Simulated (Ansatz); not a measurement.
Start from MoSi₂ (space group I4/mmm, No. 139; a = 3.217 Å, c = 7.875 Å; relaxed with 0.1 eV smearing). Axes: x, y, z lie along a, b, c of the conventional cell.

Calculations: Ansatz (a first-principles code), PBE, PAW, cutoff 420 eV, spin-orbit coupling left out.

The change: every lattice vector is stretched by 3.00 %; the atoms relax in the strained cell.

Question: Predict the stress tensor and what it implies for the stiffness.

Answer: Stress of the strained cell less that of the base (GPa, compression positive):
```
  -14.3     0.0     0.0
    0.0   -14.3     0.0
    0.0     0.0   -15.8
```

Then B = −ΔP/(ΔV/V₀) with ΔV/V₀ = 0.0927 gives secant stiffness values (nonlinear terms included at this strain): B (at held cell shape, above the free-shape value) ≈ 160 GPa.

As a check, the harmonic strain energy −½ V₀ Δσ:ε is 56 meV/atom; the computed energy rise is 63 meV/atom.

No phonon test of stability was made. All final runs are without spin polarisation.
